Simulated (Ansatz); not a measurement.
The parent structure is CaO in the rock salt structure (space group Fm-3m, No. 225; a = 4.767 Å). Axes: x, y, z lie along the cube axes.

The values are results of PBEsol in Ansatz (plane waves to 420 eV, PAW, no spin-orbit coupling), not measurements.

Modification: an isotropic linear strain of −2.50 %, atoms relaxed at fixed cell.

### Question
Predict the stress tensor and what it implies for the stiffness.

### Answer
Stress of the strained cell less that of the base (GPa, compression positive):
```
  10.36    0.00    0.00
   0.00   10.36    0.00
   0.00    0.00   10.36
```

Then B = −ΔP/(ΔV/V₀) with ΔV/V₀ = -0.0731 gives secant stiffness values (nonlinear terms included at this strain): B ≈ 142 GPa.

As a check, the harmonic strain energy −½ V₀ Δσ:ε is 33 meV/atom; the computed energy rise is 30 meV/atom.

Whether these cells are dynamically stable was not tested.

Ansatz is a quantum-chemistry and plane-wave program.
